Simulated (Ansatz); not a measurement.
## Hypothetical rock salt SnC, response to strain

Base system: SnC in the rock salt structure (space group Fm-3m, No. 225; a = 4.745 Å; a hypothetical phase, not in the database extracts checked; relaxed with 0.1 eV smearing). Axes: x, y, z lie along the cube axes.

Strains are applied to the cell and any free atomic positions relax; under biaxial strain the out-of-plane vector relaxes too.

Method: Kohn–Sham DFT with the PBEsol functional, run in Ansatz (a quantum-chemistry and plane-wave program) with PAW and 420 eV plane waves, scalar-relativistic without spin-orbit coupling.

Notes on the quantities. pressure: mean of the normal stresses, compression positive; energy relative to the base: free energy F.

```json
[
 {"case": "base", "volume per atom": "13.36 Å³", "space group": "Fm-3m (No. 225)", "pressure": "0.0 GPa", "energy relative to the base": "0 meV/atom"},
 {"case": "biaxial strain −1.33 %, plane normal [001], relaxed out of plane", "volume per atom": "13.12 Å³", "space group": "I4/mmm (No. 139)", "pressure": "2.8 GPa", "energy relative to the base": "+4.6 meV/atom"},
 {"case": "biaxial strain −0.32 %, plane normal [110], relaxed out of plane", "volume per atom": "13.29 Å³", "space group": "Immm (No. 71)", "pressure": "0.7 GPa", "energy relative to the base": "+0.3 meV/atom"},
 {"case": "biaxial strain +0.35 %, plane normal [111], relaxed out of plane", "volume per atom": "13.43 Å³", "space group": "R-3m (No. 166)", "pressure": "___", "energy relative to the base": "+0.4 meV/atom"},
 {"case": "isotropic strain −1.46 %", "volume per atom": "12.78 Å³", "space group": "Fm-3m (No. 225)", "pressure": "___", "energy relative to the base": "+12 meV/atom"},
 {"case": "isotropic strain +0.55 %", "volume per atom": "13.58 Å³", "space group": "Fm-3m (No. 225)", "pressure": "-2.3 GPa", "energy relative to the base": "+1.7 meV/atom"},
 {"case": "isotropic strain +2.82 %", "volume per atom": "14.52 Å³", "space group": "Fm-3m (No. 225)", "pressure": "-10.0 GPa", "energy relative to the base": "+40 meV/atom"},
 {"case": "isotropic strain +5.66 %", "volume per atom": "15.75 Å³", "space group": "Fm-3m (No. 225)", "pressure": "-16.2 GPa", "energy relative to the base": "___"},
 {"case": "uniaxial strain ε_xx = +1.10 %", "volume per atom": "13.50 Å³", "space group": "I4/mmm (No. 139)", "pressure": "-1.5 GPa", "energy relative to the base": "+1.3 meV/atom"},
 {"case": "uniaxial strain ε_xx = +5.16 %", "volume per atom": "14.04 Å³", "space group": "I4/mmm (No. 139)", "pressure": "___", "energy relative to the base": "+24 meV/atom"}
]
```

Question: Fill in the withheld entries from the trend.

Answer: 
- biaxial strain +0.35 %, plane normal [111], relaxed out of plane, pressure: -0.8 GPa
- isotropic strain −1.46 %, pressure: 7.2 GPa
- isotropic strain +5.66 %, energy relative to the base: +143 meV/atom
- uniaxial strain ε_xx = +5.16 %, pressure: -6.1 GPa

Stability against distortions was not tested. The final runs are not spin-polarised.
